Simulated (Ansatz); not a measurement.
Consider SrHfO$_{3}$ (space group I4/mcm, No. 140; a = 5.7143 Å, c = 8.2713 Å; a cell from a computed database, its experimental status unchecked).

Calculations: PBEsol/PAW in Ansatz (a program for electronic structure), without spin-orbit coupling.

Before the change:

- Band gap = 4.09 eV
- Gap character = direct at Γ
- Density = 7.72 g/cm³

Now apply this change: cell and atoms relaxed at a pressure of 1.5 GPa.

Question: What does the calculation give for the band gap, gap character and density after the change?

Answer: The band gap goes up by 0.01 eV (4.09 eV → 4.10 eV); the gap character is still direct at Γ; the density goes up by 0.072 g/cm³ (7.72 g/cm³ → 7.80 g/cm³).

Spin-orbit coupling, missing from the scalar runs, can matter with Hf. Load acts through the strain it causes; cell and atoms are relaxed under it. Whether these cells are dynamically stable was not tested.
